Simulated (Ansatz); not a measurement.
Take Al2O3 (space group R-3, No. 148; a cell from a computed database, its experimental status unchecked) as the base.

```
CELL_PARAMETERS angstrom
      2.40710     1.38974     4.48183
     -2.40710     1.38974     4.48183
      0.00000    -2.77948     4.48183
ATOMIC_POSITIONS crystal
  Al 0.00000 0.00000 0.00000
  Al 0.50000 0.50000 0.50000
  Al 0.30673 0.30673 0.30673
  Al 0.69327 0.69327 0.69327
  O  0.27920 0.89164 0.60428
  O  0.72080 0.10836 0.39572
  O  0.89164 0.60428 0.27920
  O  0.10836 0.39572 0.72080
  O  0.60428 0.27920 0.89164
  O  0.39572 0.72080 0.10836
```

Cartesian axes are those of the cell as printed.

Method: PBEsol, PAW, 420 eV (Ansatz, an electronic-structure program; scalar-relativistic without spin-orbit coupling).

The change: the cell is stretched by 5.71 % along z with no lateral relaxation; the atoms relax in the strained cell.

### Question
Predict the stress tensor and what it implies for the stiffness.

### Answer
Stress of the strained cell less that of the base (GPa, compression positive):
```
  -3.13    0.00    0.00
   0.00   -3.13    0.00
   0.00    0.00  -17.03
```

Then −Δσ_ii/ε with ε = 0.0571 gives secant stiffness values (nonlinear terms included at this strain): C33 ≈ 298 GPa, C13 ≈ 55 GPa and C23 ≈ 55 GPa.

As a check, the harmonic strain energy −½ V₀ Δσ:ε is 27 meV/atom; the computed energy rise is 28 meV/atom.

Stability against distortions was not tested.
